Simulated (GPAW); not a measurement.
Worked example: self-consistent single point of NaI (Fm-3m, 2 atoms in the cell) in GPAW.

Level of theory: PBE, GPAW PAW datasets PBE (gpaw-data 1.0.1) (plane waves; GPAW 25.7.0).

The change in words: lattice scaled by 0.98. Reference geometry:
```
CELL_PARAMETERS angstrom
      0.00000     3.23500     3.23500
      3.23500     0.00000     3.23500
      3.23500     3.23500     0.00000
ATOMIC_POSITIONS crystal
  Na 0.00000 0.00000 0.00000
  I  0.50000 0.50000 0.50000
```

Reference input (self-consistent single point, DFT PBE, plane waves, GPAW PAW datasets PBE (gpaw-data 1.0.1)): mode = pw; ecut = 800 eV; xc = PBE; kpts = 9 9 9; mesh shift (steps) = 0 0 0; occupations.name = fermi-dirac; occupations.width = 0.05 eV; nbands = -4; convergence.bands = -2; symmetry.symmorphic = false; symmetry.tolerance = 0.0005; maxiter = 150. This run's input differs from it in these lines:

```diff
@@ -5,7 +5,7 @@
 atoms = Atoms(['Na', 'I'],
-              cell=[[0.000000, 3.235000, 3.235000],
-                    [3.235000, 0.000000, 3.235000],
-                    [3.235000, 3.235000, 0.000000]],
+              cell=[[0.000000, 3.170300, 3.170300],
+                    [3.170300, 0.000000, 3.170300],
+                    [3.170300, 3.170300, 0.000000]],
               positions=[[0.000000, 0.000000, 0.000000],
-                         [3.235000, 3.235000, 3.235000]],
+                         [3.170300, 3.170300, 3.170300]],
               pbc=True)
```

Output (repeated stretches shortened):

```
     iter     time        total  log10-change:
                         energy   eigst   dens
iter:   1 --:--:--    -5.362969   +0.35
iter:   2 --:--:--    -5.362573   -0.47  -1.43
iter:   3 --:--:--    -5.354972   -1.66  -1.46
iter:   4 --:--:--    -5.361882   -2.45  -1.73
iter:   5 --:--:--    -5.361957c  -3.09  -1.96
iter:   6 --:--:--    -5.361882c  -3.97  -2.91
iter:   7 --:--:--    -5.361888c  -4.52  -3.16
iter:   8 --:--:--    -5.361920c  -2.40  -3.14
iter:   9 --:--:--    -5.361917c  -4.57  -4.06c
iter:  10 --:--:--    -5.361912c  -1.89  -4.06c
iter:  11 --:--:--    -5.361911c  -4.06  -4.19c
iter:  12 --:--:--    -5.361911c  -5.29  -4.80c
iter:  13 --:--:--    -5.361911c  -6.48  -4.84c
iter:  14 --:--:--    -5.361911c  -2.38  -4.96c
iter:  15 --:--:--    -5.361911c  -4.02  -5.05c
iter:  16 --:--:--    -5.361911c  -5.48  -5.10c
iter:  17 --:--:--    -5.361911c  -6.95  -5.12c
iter:  18 --:--:--    -5.361911c  -8.02c -5.15c
Converged after 18 iterations.

Dipole moment: (-0.000000, -0.000000, -0.000000) |e|*Ang

Energy contributions relative to reference atoms: (reference = -197959.406164)

Kinetic:        +11.216527
Potential:      -10.703562
External:        +0.000000
XC:              -5.827047
Entropy (-ST):   -0.000000
Local:           -0.047830
SIC:             +0.000000
--------------------------
Free energy:     -5.361911
Extrapolated:    -5.361911

Showing only first 2 kpts
 Kpt  Band  Eigenvalues  Occupancy
  0     5      1.14957    2.00000
  0     6      1.14957    2.00000
  0     7      4.98341    0.00000
  0     8     13.14672    0.00000

  1     5      1.03417    2.00000
  1     6      1.03417    2.00000
  1     7      5.58969    0.00000
  1     8      9.43665    0.00000

Fermi level: 2.82236

Gap: 3.834 eV
Transition (v -> c):
  (s=0, k=0, n=6, [0.00, 0.00, 0.00]) -> (s=0, k=0, n=7, [0.00, 0.00, 0.00])
No difference between direct/indirect transitions
Energy (eV): -5.361911

Forces in eV/Ang:
  0 Na    0.00000   -0.00000   -0.00000
  1 I     0.00000   -0.00000    0.00000

Stress tensor:
    -0.010314    -0.000000     0.000000
    -0.000000    -0.010314     0.000000
     0.000000     0.000000    -0.010314
Stress (GPa, Voigt): [-1.6525 -1.6525 -1.6525  0.      0.     -0.    ]
```

The run converged in 18 iterations. GPAW prints stress with tension positive. Against the reference run the free energy rises by 12.7 meV/atom, the pressure goes from 0.46 to 1.65 GPa and the gap on the mesh goes from 3.662 to 3.834 eV.

The starting cell has typed, rounded lattice constants, without a prior relaxation at this level. For this run, on top of that: lattice scaled by 0.98. Spin-orbit coupling is off.
